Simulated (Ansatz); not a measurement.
Base system: a 14-atom supercell of CsBr in the CsCl type structure (space group Pm-3m, No. 221) at its relaxed geometry.

```yaml
crystal:
  lattice:
    - [8.77795, -4.38897, 0.00000]
    - [0.00000, 8.77795, -4.38897]
    - [-4.38897, 0.00000, 8.77795]
  atoms:
    - { symbol: Cs, position: [0.00000, 0.00000, 0.00000] }
    - { symbol: Cs, position: [0.28571, 0.14286, 0.57143] }
    - { symbol: Cs, position: [0.14286, 0.57143, 0.28571] }
    - { symbol: Cs, position: [0.42857, 0.71429, 0.85714] }
    - { symbol: Cs, position: [0.57143, 0.28571, 0.14286] }
    - { symbol: Cs, position: [0.85714, 0.42857, 0.71429] }
    - { symbol: Cs, position: [0.71429, 0.85714, 0.42857] }
    - { symbol: Br, position: [0.50000, 0.50000, 0.50000] }
    - { symbol: Br, position: [0.78571, 0.64286, 0.07143] }
    - { symbol: Br, position: [0.64286, 0.07143, 0.78571] }
    - { symbol: Br, position: [0.92857, 0.21429, 0.35714] }
    - { symbol: Br, position: [0.07143, 0.78571, 0.64286] }
    - { symbol: Br, position: [0.35714, 0.92857, 0.21429] }
    - { symbol: Br, position: [0.21429, 0.35714, 0.92857] }
```

Method: Ansatz (a first-principles code) PBE, no spin-orbit coupling.

Base values:

Mean distance from the defect site to its nearest host atoms: 3.80 Å
Pressure: 0.0 GPa

One thing is altered: a neutral Br vacancy, atoms relaxed at fixed cell, starting from a slightly rattled geometry.

Q: What happens to the mean distance from the defect site to its nearest host atoms?

A: The mean distance from the defect site to its nearest host atoms rises by 0.03 Å (3.80 Å → 3.83 Å).

Q: What does the calculation give for the pressure after the change?

A: The pressure hardly moves (0.0 GPa against 0.1 GPa).

The magnetic state is the one reached from the starting moments; the real material's order can differ, and small cells can't hold many antiferromagnetic ones. The cell is small, so the values are those of an ordered compound at a high defect concentration; dilute-limit values will differ. A case with no gap was solved on a k-mesh chosen for an insulator, which is coarse for it. The defect cell is spin-polarised and ends with 0.8 μB, a fractional moment that hangs on the mesh and smearing.
